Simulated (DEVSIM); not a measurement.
System: abrupt Si p-n junction, at 300 K.

```
layer (left to right)  material  thickness (μm)  Nd (cm⁻³)  Na (cm⁻³)  τn (s)  τp (s)
---------------------  --------  --------------  ---------  ---------  ------  ------
1                            Si           0.410          -     8.3e14  6.1e-5  6.1e-5
2                            Si            1.30     5.6e14          -  6.1e-5  6.1e-5
```

Left contact: ohmic. Right contact: ohmic. Voltage is applied to the left contact. Recombination: SRH at mid-gap, radiative. Mobility is μmin + (μ − μmin)/(1 + (N/Nref)^α).

Constants are typed, rounded textbook-type inputs, not results; the design itself was drawn at random and stands for no fabricated device. Values at 300 K.

```tsv
parameter	Si
gap (eV)	1.124
affinity (eV)	4.05
permittivity	11.7
Nc (cm⁻³)	2.86e19
Nv (cm⁻³)	3.1e19
μn (cm²/Vs)	1417
μp (cm²/Vs)	470
μn,min	52
μp,min	45
Nref,n	9.7e16
Nref,p	2.2e17
αn	0.68
αp	0.72
B (cm³/s)	4.7e-15
```

DEVSIM, 1D drift-diffusion, Boltzmann statistics, complete ionisation; no tunnelling, impact ionisation, image-force lowering or self-heating.

### Question
Tabulate band edges, carrier densities and field at 0.9 V on the left contact.

### Answer
Energies count from the Fermi level of the right contact; mesh points crowd at the junctions.

| x (μm) | Ec (eV) | Ev (eV) | n (cm⁻³) | p (cm⁻³) | field (V/cm) |
|---|---|---|---|---|---|
| 0.000 | -0.048 | -1.172 | 140000 | 8.3e14 | 2500 |
| 0.01627 | -0.044 | -1.168 | 1.2e14 | 8.6e14 | 2500 |
| 0.03978 | -0.038 | -1.162 | 2.5e14 | 9.1e14 | 2400 |
| 0.07974 | -0.029 | -1.153 | 4.3e14 | 1.0e15 | 2300 |
| 0.1629 | -0.011 | -1.135 | 6.9e14 | 1.2e15 | 1900 |
| 0.2567 | 0.005 | -1.119 | 9.1e14 | 1.5e15 | 1500 |
| 0.3200 | 0.014 | -1.110 | 1.1e15 | 1.5e15 | 1200 |
| 0.3736 | 0.019 | -1.105 | 1.2e15 | 1.5e15 | 860 |
| 0.3974 | 0.021 | -1.103 | 1.3e15 | 1.5e15 | 650 |
| 0.4110 | 0.022 | -1.102 | 1.4e15 | 1.5e15 | 530 |
| 0.4283 | 0.023 | -1.101 | 1.5e15 | 1.4e15 | 680 |
| 0.4662 | 0.026 | -1.098 | 1.6e15 | 1.3e15 | 910 |
| 0.5202 | 0.031 | -1.093 | 1.6e15 | 1.2e15 | 1100 |
| 0.6016 | 0.041 | -1.083 | 1.6e15 | 1.2e15 | 1200 |
| 0.8073 | 0.068 | -1.056 | 1.5e15 | 1.0e15 | 1400 |
| 1.086 | 0.113 | -1.011 | 1.3e15 | 8.1e14 | 1800 |
| 1.330 | 0.163 | -0.961 | 9.7e14 | 6.1e14 | 2400 |
| 1.492 | 0.206 | -0.918 | 7.7e14 | 4.8e14 | 3000 |
| 1.605 | 0.242 | -0.882 | 6.4e14 | 3.5e14 | 3500 |
| 1.657 | 0.261 | -0.863 | 6.0e14 | 2.4e14 | 3700 |
| 1.686 | 0.271 | -0.853 | 5.7e14 | 1.3e14 | 3700 |
| 1.710 | 0.280 | -0.844 | 5.6e14 | 210000 | 3700 |
